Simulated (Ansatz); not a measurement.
HgSe, pressure series

Start from HgSe in the zinc blende structure (space group F-43m, No. 216).

```
CELL_PARAMETERS angstrom
      0.00000     3.06639     3.06639
      3.06639     0.00000     3.06639
      3.06639     3.06639     0.00000
ATOMIC_POSITIONS crystal
  Hg 0.00000 0.00000 0.00000
  Se 0.25000 0.25000 0.25000
```

Cell and atoms are relaxed at each pressure.

Level of theory: Ansatz (an electronic-structure program), PBEsol, PAW, cutoff 420 eV, without spin-orbit coupling.

```json
[
 {"P (GPa)": "-2.01", "V (Å³/atom)": "30.121"},
 {"P (GPa)": "-1.01", "V (Å³/atom)": "29.440"},
 {"P (GPa)": "0.89", "V (Å³/atom)": "28.365"},
 {"P (GPa)": "2.10", "V (Å³/atom)": "27.786"},
 {"P (GPa)": "4.50", "V (Å³/atom)": "26.816"},
 {"P (GPa)": "9.00", "V (Å³/atom)": "25.399"},
 {"P (GPa)": "15.00", "V (Å³/atom)": "23.999"},
 {"P (GPa)": "22.49", "V (Å³/atom)": "22.695"},
 {"P (GPa)": "30.01", "V (Å³/atom)": "21.681"}
]
```

A third-order Birch–Murnaghan fit to these points gives V₀ = 28.84 Å³/atom, B₀ = 52 GPa and B₀′ = 4.9. At pressure 30 GPa the volume is 75.2 % of V₀.

Measured bulk modulus of HgSe: 50 GPa (temperature not stated; as listed in Cormac Toher et al., Physical Review Materials (2017)); the computed value is for a static lattice, so the two differ by thermal effects too.

A case with no gap was solved on a k-mesh chosen for an insulator, which is coarse for it. Load acts through the strain it causes; cell and atoms are relaxed under it. Stability against distortions was not tested. Tetrahedral semiconductors of this kind turn to denser phases somewhere between about 1 and 50 GPa; those were not computed, so compressed cells here can lie past the real transition. All final runs are without spin polarisation.
